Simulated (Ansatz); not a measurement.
## B2CO (model structure, P-4m2, No. 115, 4 atoms in the cell)

Computed with PBE (PAW; Ansatz, an electronic-structure program).

Numerical settings: plane-wave cutoff 520 eV, 12×12×10 k mesh (along the axes of the cell as run), Fermi–Dirac smearing 0.01 eV, scalar-relativistic PAW data made under PBE.

Cell (relaxed at this level):

```cif
data_CB2O
_chemical_formula_sum 'B2 C1 O1'
_space_group_name_H-M_alt 'P 1'
_space_group_IT_number 1
_cell_length_a 2.65996
_cell_length_b 2.65996
_cell_length_c 3.68035
_cell_angle_alpha 90.000
_cell_angle_beta 90.000
_cell_angle_gamma 90.000
loop_
_space_group_symop_operation_xyz
  'x, y, z'
loop_
_atom_site_label
_atom_site_type_symbol
_atom_site_fract_x
_atom_site_fract_y
_atom_site_fract_z
_atom_site_occupancy
B1 B 0.00000 0.50000 0.22766 1
B2 B 0.50000 0.00000 0.77234 1
C1 C 0.00000 0.00000 0.00000 1
O1 O 0.50000 0.50000 0.50000 1
```

```json
{
 "band_gap": "1.67 eV (indirect)",
 "smallest_direct_gap_on_the_k_points_sampled": "2.52 eV"
}
```

Note: the relaxation could raise the start's symmetry but not lower it, so the cell can be a saddle point.

Static lattice: no zero-point or thermal effects.

Cost on a shared machine: around 6 core-seconds (rough).

A model structure was made by putting elements into a prototype or built by hand; it is no filed structure, need not be a known phase, and can be a saddle point held by its symmetry.
